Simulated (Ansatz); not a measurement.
# Si well of 16 atomic layers along [001] in random Si0.5Ge0.5, interfaces sharp

Prepared with Tersoff's 1989 multicomponent potential (SiCGe.tersoff) (LAMMPS): minimisation. Geometry as solved with PBE, support functions at accuracy medium on the grid of 370 eV (Ansatz, an electronic-structure program).

```xyz
720
Lattice="16.85 0.00 0.00 0.00 16.85 0.00 0.00 0.00 55.26" Properties=species:S:1:pos:R:3 pbc="T T T"
Si     0.02     0.00    -0.01
Ge     1.43     1.39     1.37
Si     2.81     2.81    -0.02
Ge     4.18     4.19     1.43
Ge     2.81    -0.08     2.83
Ge     4.25     1.40     4.24
Ge     0.03     2.85     2.82
Si     1.43     4.25     4.21
Si     0.00    -0.05     5.61
Ge     1.34     1.42     7.02
Ge     2.80     2.86     5.63
Si     4.19     4.23     7.08
Ge     2.84     0.03     8.42
Si     4.24     1.41     9.84
Si    -0.03     2.85     8.43
Ge     1.40     4.24     9.82
Si     0.00     0.03    11.27
Si     1.37     1.38    12.66
Ge     2.80     2.77    11.24
Ge     4.21     4.25    12.65
Ge     2.78    -0.03    14.06
Ge     4.21     1.40    15.49
Si     0.02     2.78    14.02
Ge     1.39     4.21    15.44
Si     0.02    -0.01    16.86
Si     1.40     1.41    18.20
Si     2.80     2.82    16.87
Si     4.22     4.21    18.20
Si     2.81     0.00    19.54
Si     4.21     1.40    20.89
Si     0.00     2.81    19.54
Si     1.41     4.21    20.89
Si     0.00     0.00    22.23
Si     1.40     1.40    23.57
Si     2.81     2.81    22.23
Si     4.21     4.21    23.57
Si     2.81     0.00    24.91
Si     4.21     1.40    26.26
Si     0.00     2.81    24.91
Si     1.40     4.21    26.26
Si     0.00     0.00    27.60
Si     1.40     1.40    28.95
Si     2.81     2.81    27.60
Si     4.21     4.21    28.94
Si     2.81     0.00    30.29
Si     4.21     1.40    31.63
Si     0.00     2.81    30.29
Si     1.41     4.21    31.63
Si     0.01     0.00    32.98
Si     1.41     1.41    34.33
Si     2.81     2.81    32.98
Si     4.21     4.21    34.32
Si     2.82    -0.01    35.66
Si     4.25     1.38    37.00
Si    -0.01     2.82    35.66
Si     1.38     4.25    36.99
Ge    -0.05    -0.03    38.36
Ge     1.39     1.40    39.78
Ge     2.82     2.82    38.35
Ge     4.24     4.24    39.80
Ge     2.84     0.02    41.19
Ge     4.27     1.47    42.60
Ge     0.00     2.80    41.25
Si     1.43     4.24    42.59
Si    -0.05     0.03    43.99
Ge     1.42     1.43    45.33
Si     2.83     2.88    43.97
Si     4.21     4.22    45.39
Ge     2.79    -0.01    46.80
Ge     4.22     1.45    48.23
Ge     0.05     2.86    46.80
Si     1.48     4.23    48.20
Si     0.04     0.00    49.59
Si     1.38     1.42    50.97
Si     2.79     2.84    49.64
Si     4.20     4.17    51.02
Ge     2.80     0.01    52.36
Ge     4.21     1.45    53.82
Si     0.04     2.76    52.40
Ge     1.40     4.17    53.82
Ge    -0.06     5.60    -0.02
Ge     1.40     7.01     1.41
Ge     2.87     8.43    -0.01
Si     4.25     9.81     1.43
Si     2.78     5.61     2.83
Ge     4.19     7.06     4.18
Ge    -0.03     8.46     2.85
Si     1.39     9.85     4.25
Ge    -0.02     5.59     5.63
Ge     1.44     7.03     7.03
Si     2.77     8.46     5.58
Ge     4.16     9.84     7.01
Si     2.86     5.63     8.45
Si     4.23     6.96     9.87
Si     0.02     8.41     8.42
Ge     1.42     9.81     9.79
Si     0.02     5.63    11.26
Si     1.37     7.00    12.68
Ge     2.83     8.39    11.28
Si     4.23     9.85    12.64
Si     2.77     5.63    14.03
Ge     4.18     6.99    15.46
Si     0.01     8.36    14.08
Ge     1.40     9.81    15.45
Si    -0.02     5.63    16.84
Si     1.40     7.01    18.20
Si     2.81     8.42    16.88
Si     4.21     9.83    18.21
Si     2.81     5.61    19.54
Si     4.21     7.02    20.89
Si     0.00     8.42    19.54
Si     1.40     9.83    20.89
Si     0.00     5.62    22.23
Si     1.40     7.02    23.57
Si     2.81     8.42    22.23
Si     4.21     9.83    23.57
Si     2.81     5.61    24.92
Si     4.21     7.02    26.26
Si     0.00     8.42    24.92
Si     1.40     9.83    26.26
Si     0.00     5.61    27.60
Si     1.40     7.02    28.94
Si     2.81     8.42    27.60
Si     4.21     9.83    28.94
Si     2.81     5.61    30.28
Si     4.21     7.02    31.62
Si     0.00     8.42    30.28
Si     1.40     9.83    31.62
Si     0.00     5.62    32.97
Si     1.41     7.02    34.30
Si     2.81     8.42    32.96
Si     4.22     9.82    34.31
Si     2.81     5.63    35.66
Si     4.21     7.02    37.03
Si     0.01     8.42    35.66
Si     1.44     9.79    37.01
Si     0.03     5.64    38.38
Si     1.41     7.01    39.78
Si     2.80     8.39    38.40
Si     4.15     9.81    39.76
Si     2.77     5.62    41.18
Ge     4.21     6.98    42.61
Si     0.00     8.38    41.14
Ge     1.42     9.79    42.55
Si     0.02     5.61    43.92
Ge     1.42     6.96    45.37
Si     2.81     8.40    43.98
Ge     4.24     9.78    45.37
Si     2.84     5.57    46.79
Ge     4.18     7.03    48.20
Ge    -0.03     8.38    46.79
Ge     1.40     9.79    48.24
Ge     0.06     5.64    49.58
Si     1.45     7.04    51.01
Si     2.81     8.43    49.66
Si     4.17     9.82    51.03
Ge     2.84     5.62    52.42
Si     4.23     7.01    53.85
Ge     0.02     8.39    52.42
Ge     1.42     9.86    53.84
Ge    -0.02    11.28     0.02
Si     1.40    12.68     1.42
Si     2.80    14.03     0.04
Si     4.20    15.37     1.41
Ge     2.79    11.21     2.79
Ge     4.20    12.69     4.20
Si     0.04    14.01     2.86
Si     1.39    15.40     4.26
Si     0.06    11.27     5.60
Si     1.43    12.65     7.00
Si     2.80    14.07     5.65
Si     4.20    15.46     6.99
Si     2.77    11.26     8.39
Ge     4.21    12.59     9.83
Ge     0.00    14.05     8.40
Ge     1.40    15.48     9.87
Ge     0.01    11.23    11.25
Ge     1.44    12.62    12.71
Ge     2.85    14.06    11.29
Si     4.24    15.44    12.69
Si     2.84    11.18    14.05
Ge     4.21    12.63    15.44
Ge     0.00    14.04    14.13
Si     1.40    15.45    15.52
Si    -0.02    11.25    16.84
Si     1.40    12.63    18.18
Si     2.80    14.05    16.84
Si     4.21    15.43    18.20
Si     2.80    11.23    19.54
Si     4.21    12.63    20.88
Si     0.00    14.04    19.53
Si     1.40    15.44    20.88
Si     0.00    11.23    22.23
Si     1.40    12.63    23.57
Si     2.81    14.04    22.22
Si     4.21    15.44    23.57
Si     2.81    11.23    24.91
Si     4.21    12.63    26.26
Si     0.00    14.04    24.91
Si     1.40    15.44    26.26
Si     0.00    11.23    27.60
Si     1.40    12.64    28.94
Si     2.81    14.04    27.60
Si     4.21    15.44    28.94
Si     2.81    11.23    30.29
Si     4.21    12.63    31.63
Si     0.00    14.04    30.29
Si     1.41    15.44    31.64
Si     0.00    11.23    32.97
Si     1.40    12.62    34.31
Si     2.81    14.03    32.98
Si     4.22    15.44    34.32
Si     2.81    11.21    35.65
Si     4.21    12.62    36.97
Si    -0.01    14.03    35.65
Si     1.40    15.43    36.98
Ge     0.01    11.21    38.39
Si     1.42    12.60    39.79
Ge     2.80    14.01    38.37
Ge     4.27    15.45    39.77
Si     2.80    11.21    41.12
Ge     4.21    12.63    42.51
Ge    -0.02    14.01    41.14
Ge     1.35    15.48    42.58
Ge    -0.05    11.22    43.98
Ge     1.36    12.66    45.43
Ge     2.79    14.04    43.97
Ge     4.25    15.47    45.36
Ge     2.81    11.21    46.81
Ge     4.21    12.67    48.23
Si    -0.04    14.09    46.82
Si     1.37    15.44    48.21
Ge    -0.02    11.29    49.59
Ge     1.47    12.66    51.01
Si     2.80    14.11    49.59
Si     4.20    15.46    50.94
Si     2.82    11.21    52.41
Ge     4.16    12.63    53.85
Ge    -0.01    14.00    52.46
Ge     1.42    15.44    53.88
Ge     5.56    -0.03     0.01
Ge     7.00     1.40     1.42
Ge     8.43     2.79    -0.05
Ge     9.83     4.24     1.42
Ge     8.47    -0.01     2.82
Si     9.83     1.44     4.22
Si     5.62     2.80     2.82
Ge     7.03     4.19     4.21
Si     5.62     0.00     5.67
Si     7.02     1.40     7.00
Si     8.42     2.75     5.61
Ge     9.84     4.14     7.03
Ge     8.46     0.04     8.42
Si     9.85     1.44     9.86
Ge     5.64     2.82     8.44
Si     7.03     4.20     9.89
Ge     5.61     0.03    11.29
Si     7.05     1.45    12.63
Si     8.42     2.80    11.23
Si     9.78     4.18    12.61
Ge     8.40     0.01    14.03
Ge     9.84     1.41    15.49
Ge     5.66     2.82    14.07
Si     7.03     4.21    15.50
Si     5.61    -0.02    16.88
Si     7.02     1.40    18.20
Si     8.41     2.83    16.86
Si     9.83     4.21    18.21
Si     8.43     0.00    19.54
Si     9.83     1.40    20.89
Si     5.61     2.80    19.54
Si     7.02     4.21    20.88
Si     5.62     0.00    22.23
Si     7.02     1.40    23.57
Si     8.42     2.81    22.23
Si     9.83     4.21    23.57
Si     8.42     0.00    24.92
Si     9.83     1.41    26.26
Si     5.62     2.81    24.91
Si     7.02     4.21    26.26
Si     5.61     0.00    27.60
Si     7.02     1.40    28.94
Si     8.42     2.81    27.60
Si     9.83     4.21    28.94
Si     8.42     0.00    30.28
Si     9.83     1.41    31.62
Si     5.61     2.81    30.29
Si     7.02     4.21    31.63
Si     5.62     0.00    32.97
Si     7.02     1.40    34.31
Si     8.43     2.81    32.97
Si     9.82     4.22    34.32
Si     8.42     0.00    35.66
Si     9.80     1.43    37.00
Si     5.62     2.80    35.66
Si     7.01     4.20    37.02
Si     5.66     0.03    38.38
Si     7.02     1.41    39.78
Si     8.38     2.78    38.38
Ge     9.77     4.19    39.78
Si     8.36     0.00    41.18
Ge     9.80     1.39    42.60
Si     5.68     2.83    41.18
Si     7.02     4.21    42.59
Si     5.66     0.01    43.96
Ge     7.02     1.42    45.39
Si     8.40     2.84    43.97
Ge     9.83     4.21    45.39
Si     8.45     0.06    46.81
Si     9.86     1.40    48.15
Si     5.58     2.83    46.75
Ge     7.02     4.23    48.11
Si     5.60     0.00    49.61
Ge     6.98     1.41    51.01
Ge     8.43     2.79    49.54
Ge     9.82     4.24    50.99
Ge     8.45     0.00    52.44
Si     9.85     1.37    53.87
Si     5.60     2.84    52.39
Ge     7.03     4.24    53.78
Ge     5.62     5.64     0.01
Si     7.01     7.01     1.46
Ge     8.41     8.36     0.00
Ge     9.78     9.85     1.42
Si     8.42     5.64     2.82
Si     9.81     6.97     4.22
Si     5.64     8.44     2.78
Si     7.02     9.82     4.15
Ge     5.57     5.60     5.65
Ge     7.01     7.03     7.06
Ge     8.41     8.42     5.57
Ge     9.84     9.80     7.05
Ge     8.43     5.59     8.48
Si     9.84     7.02     9.83
Ge     5.57     8.44     8.50
Si     6.98     9.84     9.90
Si     5.64     5.61    11.22
Si     7.00     6.98    12.61
Ge     8.41     8.40    11.23
Ge     9.83     9.87    12.63
Ge     8.39     5.58    14.03
Ge     9.81     7.01    15.49
Ge     5.62     8.42    14.01
Ge     7.02     9.83    15.49
Si     5.63     5.59    16.84
Si     7.01     7.01    18.20
Si     8.42     8.42    16.88
Si     9.82     9.84    18.20
Si     8.42     5.62    19.54
Si     9.83     7.03    20.88
Si     5.61     8.42    19.55
Si     7.02     9.82    20.89
Si     5.61     5.61    22.23
Si     7.02     7.02    23.57
Si     8.43     8.42    22.23
Si     9.83     9.83    23.57
Si     8.42     5.61    24.91
Si     9.83     7.02    26.26
Si     5.62     8.42    24.91
Si     7.02     9.83    26.26
Si     5.62     5.62    27.60
Si     7.02     7.02    28.95
Si     8.43     8.42    27.60
Si     9.83     9.83    28.94
Si     8.43     5.62    30.29
Si     9.83     7.02    31.64
Si     5.62     8.42    30.29
Si     7.02     9.83    31.64
Si     5.61     5.61    32.97
Si     7.01     7.01    34.32
Si     8.42     8.42    32.99
Si     9.83     9.84    34.32
Si     8.41     5.61    35.67
Si     9.81     7.05    36.97
Si     5.61     8.41    35.66
Si     7.03     9.80    36.99
Si     5.62     5.62    38.35
Ge     7.04     7.01    39.75
Si     8.43     8.42    38.34
Ge     9.79     9.86    39.73
Si     8.37     5.57    41.20
Ge     9.82     6.94    42.58
Ge     5.60     8.46    41.17
Si     7.05     9.84    42.54
Si     5.63     5.56    44.01
Si     6.99     6.97    45.39
Ge     8.38     8.39    43.98
Ge     9.85     9.81    45.39
Si     8.44     5.68    46.77
Si     9.83     7.02    48.18
Si     5.62     8.35    46.77
Ge     7.01     9.76    48.18
Ge     5.61     5.58    49.62
Ge     7.07     7.03    51.01
Si     8.48     8.42    49.58
Si     9.83     9.82    50.97
Si     8.46     5.65    52.43
Si     9.83     6.98    53.85
Ge     5.58     8.42    52.42
Ge     7.02     9.83    53.84
Ge     5.62    11.26     0.05
Si     7.02    12.65     1.46
Ge     8.45    14.00     0.03
Si     9.87    15.44     1.39
Si     8.36    11.24     2.81
Ge     9.79    12.66     4.19
Si     5.62    14.05     2.78
Ge     7.00    15.44     4.25
Ge     5.65    11.22     5.58
Ge     7.07    12.65     7.01
Si     8.44    14.07     5.63
Si     9.80    15.44     7.01
Ge     8.42    11.21     8.52
Si     9.82    12.64     9.89
Ge     5.59    14.06     8.40
Ge     7.05    15.44     9.86
Si     5.63    11.22    11.28
Si     6.99    12.67    12.62
Si     8.43    14.00    11.25
Ge     9.86    15.42    12.63
Ge     8.41    11.31    14.06
Si     9.86    12.67    15.46
Si     5.61    14.03    14.01
Ge     7.00    15.41    15.46
Si     5.61    11.24    16.87
Si     7.03    12.63    18.19
Si     8.45    14.02    16.84
Si     9.83    15.44    18.20
Si     8.42    11.23    19.55
Si     9.83    12.64    20.89
Si     5.62    14.03    19.54
Si     7.02    15.44    20.88
Si     5.61    11.23    22.23
Si     7.02    12.63    23.57
Si     8.42    14.04    22.23
Si     9.83    15.44    23.57
Si     8.42    11.23    24.91
Si     9.83    12.63    26.26
Si     5.61    14.04    24.91
Si     7.02    15.44    26.26
Si     5.62    11.23    27.60
Si     7.02    12.63    28.94
Si     8.42    14.04    27.60
Si     9.83    15.44    28.94
Si     8.42    11.23    30.29
Si     9.83    12.64    31.63
Si     5.62    14.04    30.29
Si     7.02    15.44    31.63
Si     5.62    11.23    32.98
Si     7.02    12.64    34.32
Si     8.43    14.04    32.97
Si     9.83    15.45    34.31
Si     8.42    11.23    35.67
Si     9.83    12.64    37.01
Si     5.63    14.05    35.67
Si     7.04    15.45    37.03
Ge     5.59    11.20    38.37
Ge     7.03    12.65    39.80
Si     8.43    14.04    38.37
Ge     9.80    15.44    39.81
Si     8.42    11.23    41.18
Ge     9.82    12.64    42.59
Si     5.65    14.07    41.19
Si     7.01    15.46    42.58
Ge     5.67    11.24    43.95
Si     7.06    12.67    45.34
Si     8.39    14.08    43.96
Ge     9.79    15.48    45.37
Ge     8.40    11.26    46.77
Ge     9.81    12.62    48.28
Ge     5.68    14.04    46.77
Ge     7.07    15.49    48.23
Ge     5.62    11.21    49.65
Si     7.03    12.65    51.01
Si     8.41    14.05    49.67
Si     9.79    15.43    51.01
Ge     8.45    11.25    52.39
Si     9.84    12.62    53.84
Ge     5.58    14.04    52.37
Ge     7.01    15.42    53.85
Si    11.21     0.02     0.02
Si    12.56     1.41     1.41
Ge    14.03     2.79     0.05
Si    15.44     4.20     1.42
Ge    14.01     0.01     2.77
Ge    15.45     1.39     4.24
Si    11.21     2.78     2.82
Ge    12.59     4.20     4.22
Ge    11.21     0.03     5.65
Si    12.61     1.40     7.08
Ge    14.01     2.80     5.70
Si    15.42     4.21     7.07
Ge    14.06    -0.01     8.41
Ge    15.45     1.45     9.87
Si    11.26     2.77     8.47
Si    12.65     4.17     9.82
Si    11.22     0.05    11.24
Si    12.61     1.42    12.60
Si    13.99     2.81    11.25
Ge    15.44     4.21    12.65
Ge    13.97     0.01    14.05
Ge    15.46     1.41    15.46
Ge    11.23     2.83    14.00
Ge    12.67     4.23    15.47
Si    11.25    -0.03    16.85
Si    12.64     1.39    18.19
Si    14.05     2.81    16.87
Si    15.44     4.22    18.20
Si    14.04     0.00    19.55
Si    15.44     1.41    20.89
Si    11.23     2.80    19.54
Si    12.63     4.21    20.88
Si    11.23     0.00    22.23
Si    12.64     1.40    23.57
Si    14.04     2.81    22.23
Si    15.44     4.21    23.57
Si    14.04     0.00    24.92
Si    15.44     1.40    26.26
Si    11.23     2.81    24.91
Si    12.63     4.21    26.26
Si    11.23     0.00    27.60
Si    12.64     1.41    28.95
Si    14.04     2.81    27.60
Si    15.44     4.21    28.95
Si    14.04     0.00    30.29
Si    15.44     1.41    31.64
Si    11.23     2.81    30.29
Si    12.63     4.22    31.63
Si    11.23     0.00    32.96
Si    12.62     1.40    34.30
Si    14.03     2.81    32.97
Si    15.44     4.22    34.31
Si    14.03     0.01    35.64
Si    15.41     1.43    36.99
Si    11.22     2.81    35.65
Si    12.65     4.18    36.99
Ge    11.25     0.03    38.38
Si    12.67     1.44    39.76
Si    14.03     2.80    38.36
Ge    15.45     4.21    39.75
Ge    14.03     0.00    41.17
Si    15.40     1.40    42.63
Ge    11.27     2.81    41.18
Si    12.65     4.20    42.63
Si    11.25     0.01    43.99
Si    12.60     1.43    45.36
Si    14.00     2.78    43.97
Ge    15.44     4.21    45.33
Ge    14.04     0.01    46.73
Ge    15.46     1.40    48.20
Si    11.24     2.78    46.79
Si    12.57     4.18    48.18
Ge    11.20     0.00    49.62
Si    12.61     1.40    51.02
Ge    13.98     2.81    49.61
Ge    15.48     4.19    51.03
Ge    14.02     0.02    52.39
Ge    15.48     1.40    53.84
Ge    11.22     2.78    52.44
Ge    12.62     4.23    53.87
Si    11.20     5.63    -0.03
Ge    12.62     7.02     1.35
Ge    14.06     8.48    -0.04
Si    15.43     9.87     1.42
Ge    14.05     5.61     2.80
Si    15.44     7.00     4.22
Ge    11.20     8.41     2.84
Ge    12.68     9.84     4.21
Si    11.18     5.60     5.62
Ge    12.61     6.96     7.07
Ge    14.06     8.38     5.63
Ge    15.52     9.84     7.01
Si    14.03     5.54     8.45
Ge    15.46     6.99     9.81
Si    11.20     8.38     8.46
Ge    12.57     9.83     9.85
Ge    11.21     5.56    11.22
Ge    12.66     6.96    12.68
Ge    14.03     8.41    11.25
Ge    15.47     9.79    12.70
Si    14.10     5.63    14.10
Si    15.46     7.02    15.47
Ge    11.23     8.43    14.07
Ge    12.64     9.84    15.51
Si    11.24     5.61    16.87
Si    12.65     7.02    18.20
Si    14.07     8.40    16.85
Si    15.45     9.82    18.19
Si    14.04     5.62    19.55
Si    15.44     7.02    20.89
Si    11.24     8.43    19.54
Si    12.64     9.83    20.88
Si    11.23     5.62    22.22
Si    12.63     7.02    23.57
Si    14.04     8.43    22.23
Si    15.44     9.83    23.57
Si    14.04     5.62    24.91
Si    15.44     7.02    26.26
Si    11.23     8.42    24.91
Si    12.63     9.83    26.26
Si    11.23     5.62    27.60
Si    12.63     7.02    28.95
Si    14.04     8.42    27.60
Si    15.44     9.83    28.94
Si    14.04     5.62    30.29
Si    15.44     7.02    31.63
Si    11.23     8.42    30.29
Si    12.64     9.83    31.63
Si    11.23     5.62    32.98
Si    12.64     7.02    34.33
Si    14.04     8.42    32.98
Si    15.45     9.83    34.33
Si    14.05     5.62    35.67
Si    15.46     7.03    37.02
Si    11.24     8.44    35.66
Si    12.64     9.84    37.03
Ge    11.22     5.61    38.34
Ge    12.67     7.04    39.75
Si    14.07     8.45    38.37
Si    15.46     9.77    39.77
Ge    14.05     5.62    41.23
Si    15.51     7.02    42.57
Ge    11.20     8.42    41.16
Ge    12.62     9.84    42.59
Si    11.25     5.57    43.98
Ge    12.59     7.01    45.40
Ge    14.09     8.40    43.99
Si    15.44     9.81    45.40
Ge    14.02     5.59    46.83
Si    15.43     7.00    48.20
Si    11.22     8.42    46.83
Si    12.59     9.82    48.19
Si    11.20     5.59    49.53
Ge    12.59     6.98    50.96
Ge    14.02     8.43    49.56
Ge    15.41     9.85    51.04
Ge    14.05     5.64    52.44
Si    15.44     7.04    53.84
Ge    11.20     8.42    52.43
Si    12.64     9.84    53.80
Ge    11.24    11.22    -0.04
Ge    12.65    12.63     1.44
Ge    14.07    14.02    -0.03
Ge    15.52    15.43     1.41
Si    14.10    11.24     2.82
Si    15.50    12.60     4.20
Si    11.20    14.05     2.77
Ge    12.61    15.42     4.20
Ge    11.25    11.27     5.64
Si    12.64    12.66     7.03
Ge    14.08    14.01     5.62
Si    15.47    15.46     6.99
Ge    14.01    11.23     8.41
Ge    15.40    12.66     9.86
Ge    11.19    14.03     8.43
Ge    12.62    15.46     9.87
Si    11.24    11.30    11.26
Si    12.62    12.67    12.66
Si    13.99    14.04    11.28
Ge    15.43    15.44    12.63
Ge    14.04    11.28    14.07
Si    15.42    12.65    15.51
Si    11.26    14.03    14.08
Si    12.61    15.42    15.46
Si    11.20    11.26    16.86
Si    12.62    12.65    18.19
Si    14.02    14.05    16.84
Si    15.44    15.44    18.19
Si    14.03    11.23    19.53
Si    15.44    12.63    20.88
Si    11.23    14.04    19.55
Si    12.64    15.44    20.89
Si    11.23    11.23    22.23
Si    12.64    12.64    23.57
Si    14.04    14.04    22.23
Si    15.44    15.44    23.57
Si    14.04    11.23    24.92
Si    15.44    12.64    26.26
Si    11.23    14.04    24.92
Si    12.64    15.44    26.26
Si    11.23    11.23    27.60
Si    12.63    12.63    28.94
Si    14.04    14.04    27.60
Si    15.44    15.44    28.95
Si    14.04    11.23    30.29
Si    15.44    12.63    31.63
Si    11.23    14.04    30.28
Si    12.63    15.44    31.62
Si    11.23    11.24    32.97
Si    12.63    12.64    34.32
Si    14.04    14.04    32.97
Si    15.44    15.44    34.31
Si    14.04    11.24    35.67
Si    15.43    12.65    37.01
Si    11.23    14.04    35.66
Si    12.65    15.44    36.99
Si    11.23    11.25    38.35
Ge    12.61    12.68    39.75
Si    14.04    14.06    38.35
Si    15.40    15.41    39.75
Ge    14.07    11.22    41.15
Si    15.43    12.63    42.56
Si    11.24    14.07    41.21
Si    12.59    15.47    42.58
Si    11.22    11.23    43.98
Ge    12.62    12.62    45.36
Ge    14.06    14.08    43.94
Si    15.48    15.45    45.37
Ge    14.04    11.21    46.81
Si    15.43    12.68    48.18
Ge    11.21    14.03    46.81
Ge    12.66    15.43    48.21
Si    11.24    11.17    49.61
Ge    12.66    12.60    51.00
Si    14.06    14.01    49.58
Ge    15.46    15.43    50.97
Si    14.02    11.22    52.46
Si    15.40    12.59    53.82
Ge    11.19    14.04    52.42
Ge    12.60    15.47    53.87
```
